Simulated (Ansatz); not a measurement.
**Hypothetical zinc blende LaN, pressure series**

Base system: LaN in the zinc blende structure (space group F-43m, No. 216; a = 5.613 Å; a hypothetical phase, not in the database extracts checked).

Cell and atoms are relaxed at each pressure.

Level of theory: Kohn–Sham DFT with the PBE functional, run in Ansatz (a first-principles code) with PAW and 420 eV plane waves, spin-orbit coupling left out.

```csv
change,band gap,density,smallest direct gap
base,1.17 eV,5.74 g/cm³,2.25 eV
pressure −2 GPa,1.15 eV,5.61 g/cm³,2.21 eV
pressure −1 GPa,1.16 eV,5.68 g/cm³,2.23 eV
pressure 0.3 GPa,1.17 eV,5.76 g/cm³,2.25 eV
pressure 0.7 GPa,1.17 eV,5.79 g/cm³,2.26 eV
pressure 1.5 GPa,1.18 eV,5.84 g/cm³,2.28 eV
pressure 5 GPa,1.20 eV,6.05 g/cm³,2.33 eV
pressure 7.5 GPa,1.20 eV,6.20 g/cm³,2.37 eV
pressure 10 GPa,1.21 eV,6.33 g/cm³,2.40 eV
```

Load acts through the strain it causes; cell and atoms are relaxed under it. No phonon test of stability was made. Competing high-pressure phases were not computed.
